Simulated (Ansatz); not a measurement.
The structure below was relaxed with PBE (Ansatz, a quantum-chemistry and plane-wave program), no spin-orbit coupling.

Space group P6₃mc (No. 186); a = 2.5545 Å, b = 2.5545 Å, c = 4.2246 Å, α = 90.00°, β = 90.00°, γ = 120.00°

```csv
atom,site,symmetry,x,y,z
B,2b,3m.,0.3333,0.6667,0.0001
N,2b,3m.,0.3333,0.6667,0.3747
```

Write out a cell with all atoms.


```
BN
1.0
    2.55454     0.00000     0.00000
   -1.27727     2.21229     0.00000
    0.00000     0.00000     4.22460
B N
2 2
Direct
  0.33333   0.66667   0.00009
  0.66667   0.33333   0.50009
  0.33333   0.66667   0.37471
  0.66667   0.33333   0.87471
```
This is the conventional cell.

No phonon test of stability was made. The cell was made from GaN by this change: Ga → B.
